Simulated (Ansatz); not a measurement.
Start from ZnS in the zinc blende structure (space group F-43m, No. 216; a = 5.357 Å).

Modification: a negative pressure, −1 GPa.

Levels (all Ansatz, an electronic-structure program, PAW): PBEsol (420 eV, no spin-orbit coupling); HSE06 (420 eV, scalar-relativistic without spin-orbit coupling).

The geometry is relaxed with PBEsol.

* **PBEsol band gap**: 2.03 eV

**Question.** What does HSE06 give at this geometry for the band gap?

**Answer.** The band gap goes up by 1.37 eV to 3.40 eV.

Single points use the geometry relaxed with PBEsol. Load acts through the strain it causes; cell and atoms are relaxed under it. Whether these cells are dynamically stable was not tested.
